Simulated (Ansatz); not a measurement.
Si (diamond structure), Σ11 (113) [1-10] symmetric tilt. One Ge atom replaces one Si atom in a bicrystal of 56 atoms (one solute to 50 Å² of one boundary, a high coverage); atoms relaxed, cell held. Energies count from the site farthest from both boundaries, which lies only 5.6 Å away; negative means that the solute is drawn to the site. The cell is neutral, and spin is allowed where the electrons are odd. k-points: Γ-centred 2×6×1 mesh; occupations: Fermi-Dirac, 0.050 eV; spin polarisation not allowed. Spin-orbit coupling is left out.

Sites tried, by distance from the nearest boundary plane (Å): 0.69, 0.69, 1.13, 2.35.

Problem. Does Ge segregate by PBE run with Ansatz (a program for electronic structure), and with what energy at each site?

Solution. 0.69 Å: 0.00 eV; 0.69 Å: 0.00 eV; 1.13 Å: -0.03 eV; 2.35 Å: 0.01 eV. No site tried binds it by more than 0.05 eV.
